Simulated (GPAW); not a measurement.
## Converging shifted k-point meshes: Sb (Pm-3m, 1 atom in the cell)

```
Sb
1.0
    3.07409     0.00000     0.00000
    0.00000     3.07409     0.00000
    0.00000     0.00000     3.07409
Sb
1
Direct
  0.00000   0.00000   0.00000
```

Computed with PBEsol, GPAW PAW datasets PBEsol (made by gpaw-setup) (plane waves; GPAW).

Base settings: mode = pw; ecut = 550 eV; xc = PBEsol; kpts = 9 9 9; mesh shift (steps) = 0 0 0; occupations.name = methfessel-paxton; occupations.width = 0.1 eV; occupations.order = 0; nbands = -5; symmetry.symmorphic = false.

In this ladder: kpts_shift = 0.5 0.5 0.5.

Only quantities that move along the ladder and can be compared are tabulated.

The count of work is k-points × plane waves × bands × iterations; it is no time. Core times come from one kind of shared machine, to one figure; runs under 30 s give none.

The starting cell comes from a database of computed structures (which also holds hypothetical and non-ambient phases and stackings), without a prior relaxation at this level. Its lattice was rescaled by up to half a per cent.

| kpts | free energy less the last step's (meV/atom) | pressure (GPa) | count of work / last | core time / last (rough) |
|---|---|---|---|---|
| 2 2 2 | 4745.58 | 10.67 | 0.0014 | – |
| 3 3 3 | 854.25 | -0.32 | 0.0044 | – |
| 4 4 4 | -415.89 | -0.95 | 0.0034 | – |
| 5 5 5 | -43.99 | -2.10 | 0.0086 | – |
| 6 6 6 | 79.40 | -1.24 | 0.010 | – |
| 7 7 7 | 22.75 | -1.46 | 0.018 | – |
| 8 8 8 | -9.71 | -1.62 | 0.017 | – |
| 9 9 9 | 5.92 | -0.70 | 0.033 | – |
| 10 10 10 | 12.56 | -0.96 | 0.031 | – |
| 11 11 11 | -14.42 | -1.56 | 0.080 | – |
| 13 13 13 | 10.95 | -1.36 | 0.074 | – |
| 14 14 14 | 6.71 | -1.41 | 0.073 | – |
| 15 15 15 | -1.99 | -1.03 | 0.11 | – |
| 17 17 17 | 0.05 | -1.25 | 0.14 | 0.10 |
| 19 19 19 | 0.50 | -1.39 | 0.19 | 0.2 |
| 21 21 21 | 2.92 | -1.09 | 0.25 | 0.1 |
| 23 23 23 | -2.11 | -1.24 | 0.32 | 0.2 |
| 26 26 26 | 1.62 | -1.19 | 0.40 | 0.2 |
| 28 28 28 | -0.65 | -1.24 | 0.53 | 0.4 |
| 31 31 31 | 0.54 | -1.24 | 0.72 | 0.4 |
| 35 35 35 | 0.00 | -1.25 | 1.0 | 1 |

Coarsest kpts that holds the pressure within 0.1 GPa of the last step, with all finer ones: 23 23 23, at 0.32 of the last step's count of work and about 0.2 of the last step's time; the step before is off by 0.16 GPa.

Coarsest kpts that holds the free energy within 5 meV/atom of the last step, with all finer ones: 15 15 15, at 0.11 of the last step's count of work; the step before is off by 6.7 meV/atom.
